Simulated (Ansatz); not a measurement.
Take Ba3As2 (space group P-3m1, No. 164; a = 5.583 Å, c = 7.076 Å; a hypothetical phase, not in the database extracts checked) as the base. Axes: x lies along a and z along c of the hexagonal cell.

Level of theory: r2SCAN (Ansatz, a quantum-chemistry and plane-wave program; PAW; 500 eV plane waves; spin-orbit coupling left out).

One thing is altered: the cell is stretched by 2.72 % along x with no lateral relaxation; the atoms relax in the strained cell.

Problem. Predict the stress tensor and what it implies for the stiffness.

Solution. Stress of the strained cell less that of the base (GPa, compression positive):
```
  -1.40    0.00    0.00
   0.00   -0.75   -0.17
   0.00   -0.17   -0.56
```

Then −Δσ_ii/ε with ε = 0.0272 gives secant stiffness values (nonlinear terms included at this strain): C11 ≈ 51 GPa, C12 ≈ 27 GPa and C13 ≈ 21 GPa.

As a check, the harmonic strain energy −½ V₀ Δσ:ε is 4.5 meV/atom; the computed energy rise is 4.6 meV/atom.

Whether these cells are dynamically stable was not tested.
